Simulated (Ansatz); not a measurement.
The starting structures come from a database of crystals and need not be the phases stable at ambient conditions.

By PBEsol, the system below comes out a metal.

A figure of merit of an interconnect metal is its ballistic conductance per area.

Input:

```yaml
crystal:
  lattice:
    - [2.88156, 0.00000, 0.00000]
    - [-1.44078, 2.49550, 0.00000]
    - [1.44078, 0.83183, 5.00210]
  atoms:
    - { symbol: Mo, position: [0.51422, 0.75711, 0.72867] }
    - { symbol: Mo, position: [0.48578, 0.24289, 0.27133] }
    - { symbol: N, position: [0.00000, 0.00000, 0.00000] }
```

Space group of this cell: R-3m. The cell is taken as given; by PBEsol its mean pressure is -7.0 GPa.

The current flows along the normal of the first two printed cell vectors, the (001) plane of the conventional cell. No spin-orbit coupling; the value is a mean over 0.1 eV about the Fermi level.

Task: Compute, with PBEsol run with Ansatz (an electronic-structure program), the ballistic conductance per area.

Result: 0.67 × 10¹⁵ S/m² for both spins.
